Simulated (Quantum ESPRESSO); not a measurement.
Worked example: self-consistent single point of the (001) slab of Ge2Sb2Te5 (cut from a parent of space group no. 164; 9 atoms in the cell) in Quantum ESPRESSO.

Method: LDA (PZ), PSlibrary ultrasoft (LDA) pseudopotentials (plane waves; Quantum ESPRESSO 7.5).

```yaml
crystal:
  lattice:
    - [4.26483, 0.00000, 0.00000]
    - [-2.13241, 3.69345, 0.00000]
    - [0.00000, 0.00000, 25.97130]
  atoms:
    - { symbol: Ge, position: [0.00000, 0.00000, 0.34470] }
    - { symbol: Ge, position: [0.00000, 0.00000, 0.57722] }
    - { symbol: Sb, position: [0.33333, 0.66667, 0.19252] }
    - { symbol: Sb, position: [0.66667, 0.33333, 0.72940] }
    - { symbol: Te, position: [0.00000, 0.00000, 0.80748] }
    - { symbol: Te, position: [0.33333, 0.66667, 0.66202] }
    - { symbol: Te, position: [0.66667, 0.33333, 0.25990] }
    - { symbol: Te, position: [0.33333, 0.66667, 0.39931] }
    - { symbol: Te, position: [0.66667, 0.33333, 0.52261] }
```

Reference input (self-consistent single point, DFT, LDA (PZ), plane waves, PSlibrary ultrasoft (LDA) pseudopotentials): ecutwfc = 40 Ry; ecutrho = 240 Ry; occupations = smearing; smearing = marzari-vanderbilt; degauss = 0.019992 Ry; mixing_mode = local-TF; K_POINTS = automatic 5 5 1 0 0 0; conv_thr = 1e-11 Ry; mixing_beta = 0.4. This run's input differs from it in these lines:

```diff
@@ -19,3 +19,3 @@
  smearing = 'marzari-vanderbilt'
- degauss = 0.019992
+ degauss = 0.058799
 /
```

The program printed (abridged):

```
     Self-consistent Calculation

     iteration #  1     ecut=    40.00 Ry     beta= 0.40

---- Real-time Memory Report at c_bands before calling an iterative solver
           604 MiB given to the printing process from OS
           146 MiB allocation reported by mallinfo(arena+hblkhd)
------------------

     total energy              =    -206.81442677 Ry
     estimated scf accuracy    <       1.12441555 Ry

     iteration #  2     ecut=    40.00 Ry     beta= 0.40

---- Real-time Memory Report at c_bands before calling an iterative solver
           676 MiB given to the printing process from OS
   [... lines left out ...]
           705 MiB given to the printing process from OS
           192 MiB allocation reported by mallinfo(arena+hblkhd)
------------------

     negative rho (up, down):  1.872E-06 0.000E+00

     total energy              =    -206.84958516 Ry
     estimated scf accuracy    <          2.6E-11 Ry

     iteration # 23     ecut=    40.00 Ry     beta= 0.40

---- Real-time Memory Report at c_bands before calling an iterative solver
           705 MiB given to the printing process from OS
           192 MiB allocation reported by mallinfo(arena+hblkhd)
------------------

     negative rho (up, down):  1.856E-06 0.000E+00
     End of self-consistent calculation

     the Fermi energy is     2.2134 ev

!    total energy              =    -206.84958516 Ry
     estimated scf accuracy    <          7.1E-12 Ry
     smearing contrib. (-TS)   =       0.01233912 Ry
     internal energy E=F+TS    =    -206.86192428 Ry

     convergence has been achieved in  23 iterations

     negative rho (up, down):  1.856E-06 0.000E+00

     Forces acting on atoms (cartesian axes, Ry/au):

     atom    1 type  1   force =     0.00000000    0.00000000    0.00768232
     atom    2 type  1   force =     0.00000000    0.00000000   -0.00458713
     atom    3 type  2   force =     0.00000000    0.00000000    0.03485719
     atom    4 type  2   force =     0.00000000    0.00000000    0.04185208
     atom    5 type  3   force =     0.00000000    0.00000000   -0.04693554
   [... lines left out ...]
     Total force =     0.076867     Total SCF correction =     0.000004
   [... lines left out ...]

     negative rho (up, down):  1.856E-06 0.000E+00
          total   stress  (Ry/bohr**3)                   (kbar)     P=      -37.73
  -0.00026997   0.00000000   0.00000000          -39.71        0.00        0.00
   0.00000000  -0.00026997  -0.00000000            0.00      -39.71       -0.00
   0.00000000  -0.00000000  -0.00022953            0.00       -0.00      -33.76

   JOB DONE.
```

The run converged in 23 iterations. Against the reference run the free energy rises by 2.1 meV/atom and the largest force goes from 1.272 to 1.207 eV/Å.

The starting cell comes from a database of computed structures (which also holds hypothetical and non-ambient phases and stackings), without a prior relaxation at this level. The slab is cut from that crystal, and its faces are unrelaxed. Spin polarisation is off, though cut faces can carry moments; the slab shows no gap. The two faces of this cut differ, and no dipole correction was used. Forces in this geometry exceed 1 eV/Å.

Cost on one core of a shared machine: roughly 3 min.
